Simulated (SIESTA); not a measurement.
A self-consistent single point of YCu2Ge2 (I4mm, 5 atoms in the cell) with SIESTA.

Computed with LDA PW92, numerical atomic orbitals DZP, PseudoDojo LDA standard norm-conserving potentials (rewritten from UPF to PSML) in SIESTA.

```
CELL_PARAMETERS angstrom
     -2.00931     2.00931     5.12180
      2.00931    -2.00931     5.12180
      2.00931     2.00931    -5.12180
ATOMIC_POSITIONS crystal
  Y  0.00488 0.00488 0.00000
  Cu 0.75000 0.25000 0.50000
  Cu 0.25000 0.75000 0.50000
  Ge 0.61934 0.61934 0.00000
  Ge 0.38066 0.38066 0.00000
```

Reference input (self-consistent single point, DFT, LDA PW92, numerical atomic orbitals DZP, PseudoDojo LDA standard norm-conserving potentials (rewritten from UPF to PSML)): XC.functional = LDA; XC.authors = PW92; potentials = PseudoDojo LDA standard; PAO.BasisSize = DZP; PAO.EnergyShift = 0.005 Ry; MeshCutoff = 300 Ry; kgrid.MonkhorstPack = 5 5 5; OccupationFunction = MP; OccupationMPOrder = 0; ElectronicTemperature = 0.1 eV; MaxSCFIterations = 150; SCF.Mixer.Method = Broyden. This run's input differs from it in these lines:

```diff
@@ -32,5 +32,5 @@
 %block kgrid.MonkhorstPack
-    5   0   0  0.0
-    0   5   0  0.0
-    0   0   5  0.0
+    6   0   0  0.0
+    0   6   0  0.0
+    0   0   6  0.0
 %endblock kgrid.MonkhorstPack
```

Output (repeated stretches shortened):

```
        iscf     Eharris(eV)        E_KS(eV)     FreeEng(eV)     dDmax    Ef(eV) dHmax(eV)
   scf:    1   -15309.267886   -15968.301069   -15968.335463  3.501706 -0.936330 86.589896
   scf:    2   -16067.587259   -16246.286463   -16246.290065  2.948170 -4.690061 29.568277
   scf:    3   -16283.603331   -16266.727405   -16266.735983  0.660425 -4.416577 17.177317
   scf:    4   -16273.305771   -16277.753291   -16277.760819  0.450783 -4.071980  5.681792
   scf:    5   -16279.297051   -16278.695053   -16278.700983  0.092515 -4.183639  2.139420
   [... 7 lines left out ...]
   scf:   13   -16278.867911   -16278.867910   -16278.872141  0.000149 -4.269311  0.000368
   scf:   14   -16278.867909   -16278.867910   -16278.872141  0.000037 -4.269385  0.000262
   scf:   15   -16278.867909   -16278.867909   -16278.872141  0.000011 -4.269427  0.000195
   scf:   16   -16278.867909   -16278.867909   -16278.872141  0.000008 -4.269453  0.000171
SCF Convergence by DM+H criterion
max |DM_out - DM_in|         :     0.0000080448
max |H_out - H_in|      (eV) :     0.0001706430
SCF cycle converged after 16 iterations

Using DM_out to compute the final energy and forces

siesta: E_KS(eV) =           -16278.8679

siesta: E_KS - E_eggbox =    -16278.8679

siesta: Atomic forces (eV/Ang):
     1    0.000219    0.000219   -0.143326
     2    0.000284   -0.000316    0.056608
     3   -0.000316    0.000284    0.056608
     4   -0.000215   -0.000215    0.322744
     5    0.000217    0.000217   -0.292962
   Tot    0.000189    0.000189   -0.000328
   Max    0.322744
   Res    0.120262    sqrt( Sum f_i^2 / 3N )
   Max    0.322744    constrained

Stress tensor Voigt[x,y,z,yz,xz,xy] (kbar):       27.04       27.04       40.18        0.04        0.04       -0.04
   [... lines left out ...]
siesta: FreeEng =    -16278.872141
siesta: Cell volume =         82.713897 Ang**3
siesta:         -31.42126387        -39.08912066  kBar
   [... lines left out ...]
              2.008   2.002   2.005   2.002   2.003   0.097   0.187   0.028

              0.187   0.144

mulliken: Qtot =       77.000

Mulliken Atomic Populations:
Atom #   charge [q] valence [e]  Species
     1     0.814302   10.185698  Y
     2     0.537851   18.462149  Cu
     3     0.537851   18.462149  Cu
     4    -0.936720   14.936720  Ge
     5    -0.953283   14.953283  Ge
 Total    -0.000000
```

The run converged in 16 iterations. Against the reference run the free energy goes down by 2.0 meV/atom, the pressure stays near -3.14 GPa while the zz stress (positive for compression) goes from -3.38 to -4.02 GPa and the largest force hardly changes (0.314 to 0.323 eV/Å).

The starting cell comes from a database of computed structures (which also holds hypothetical and non-ambient phases and stackings), without a prior relaxation at this level. Its lattice was rescaled by up to half a per cent. One atom was moved a little off its site on purpose. Spin polarisation is off. Values carry the incompleteness of an atom-centred basis. With a pressure of about -3 GPa the cell is away from its equilibrium volume at this level.

Cost on one core of a shared machine: roughly 60 s.
